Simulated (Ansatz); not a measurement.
antifluorite Mg2Si (0 0 1) on zinc-blende GaSb (0 0 1) (film strained to the substrate, started from cuts of the bulks and a machine-learned relaxation; metallic at this level, with no gap by band count; slabs Ga6Sb5 and Mg8Si4, which can lie off the formulas)…

A periodic stack without vacuum, antifluorite Mg2Si (0 0 1) on zinc-blende GaSb (0 0 1) (film strained to the substrate, started from cuts of the bulks and a machine-learned relaxation; metallic at this level, with no gap by band count; slabs Ga6Sb5 and Mg8Si4, which can lie off the formulas): substrate slab Ga6Sb5, film Mg8Si4, surface cells [[1, 0], [1, 1]] and [[1, 0], [1, 1]], film strained by -2.4 and -2.4 %, outermost planes Ga/Ga and Mg/Si as cut, which need not be the usual terminations and can put a slab off its formula.

The start was prepared with a machine-learned potential, and the result is one local minimum, with the in-plane cell held and forces under 0.04 eV/Å; the film can end far from its bulk form.

The numbers are results of PBE (plane waves to 420 eV, PAW; Ansatz, a first-principles code), not measurements. Spin–orbit coupling is left out. Its k-point mesh 5×5×1, Fermi–Dirac width 0.05 eV.

The interface area is 19.3 Å², the period is 30.75 Å and the heights between the nearest atoms of the two slabs at the two interfaces is 1.66 and 2.32 Å. The Ga–Mg contacts across the interfaces within 1.22 times the sum of covalent radii is 4, mean 2.78 Å, the Ga–Si contacts across the interfaces within 1.22 times the sum of covalent radii comes out as 1, mean 2.32 Å and the Mg–Sb contacts across the interfaces within 1.22 times the sum of covalent radii is 1, mean 3.30 Å. The two interfaces comes out as unlike, so that offsets are their mean, the spin-polarised check at this geometry is falls back to no moment and the slope of the mean potential energy in the substrate is +1.5 MV/cm × e.

```yaml
crystal:
  lattice:
    - [4.39228, 0.00004, -0.07857]
    - [0.00005, 4.39298, 0.00492]
    - [-1.64256, 2.23049, 30.78260]
  atoms:
    - { symbol: Ga, position: [0.10476, 0.93892, 0.13697] }
    - { symbol: Ga, position: [0.55384, 0.48277, 0.03503] }
    - { symbol: Ga, position: [0.20505, 0.83439, 0.33850] }
    - { symbol: Ga, position: [0.65487, 0.38598, 0.23772] }
    - { symbol: Ga, position: [0.31567, 0.72979, 0.54157] }
    - { symbol: Ga, position: [0.75547, 0.28284, 0.43949] }
    - { symbol: Sb, position: [0.07907, 0.46563, 0.08522] }
    - { symbol: Sb, position: [0.17993, 0.36038, 0.28792] }
    - { symbol: Sb, position: [0.62975, 0.91225, 0.18697] }
    - { symbol: Sb, position: [0.28174, 0.25597, 0.49092] }
    - { symbol: Sb, position: [0.73041, 0.80884, 0.38895] }
    - { symbol: Mg, position: [0.89157, 0.64715, 0.70144] }
    - { symbol: Mg, position: [0.39266, 0.14672, 0.70235] }
    - { symbol: Mg, position: [0.34182, 0.20025, 0.59840] }
    - { symbol: Mg, position: [0.84172, 0.70169, 0.59566] }
    - { symbol: Mg, position: [0.99523, 0.53774, 0.91262] }
    - { symbol: Mg, position: [0.49598, 0.03641, 0.91361] }
    - { symbol: Mg, position: [0.44319, 0.09290, 0.80677] }
    - { symbol: Mg, position: [0.94324, 0.59295, 0.80658] }
    - { symbol: Si, position: [0.41719, 0.62030, 0.75366] }
    - { symbol: Si, position: [0.86640, 0.17413, 0.64882] }
    - { symbol: Si, position: [0.51848, 0.51228, 0.95955] }
    - { symbol: Si, position: [0.96880, 0.06605, 0.85862] }
```
